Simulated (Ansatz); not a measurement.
The starting structures come from a database of crystals and need not be the phases stable at ambient conditions.

By PBEsol, the system below comes out a metal.

The ballistic (Sharvin) conductance counts the channels at the Fermi level: G/A = (e²/h) × channels of both spins per area.

Consider the following.

```
CELL_PARAMETERS angstrom
      3.74589     0.00000     0.00000
     -1.87295     3.24404     0.00000
      0.00000     0.00000     6.48419
ATOMIC_POSITIONS crystal
  Si 0.00000 0.00000 0.00000
  Te 0.33333 0.66667 0.74758
  Te 0.66667 0.33333 0.25242
```

Space group of this cell: P-3m1, CdI2 type. The cell was relaxed by PBE-D3(BJ).

The current flows along the normal of the first two printed cell vectors, the (001) plane of the conventional cell. No spin-orbit coupling; the value is a mean over 0.1 eV about the Fermi level.

State the ballistic conductance per area according to PBEsol (Ansatz, a program for electronic structure).

0.29 × 10¹⁵ S/m² for both spins.
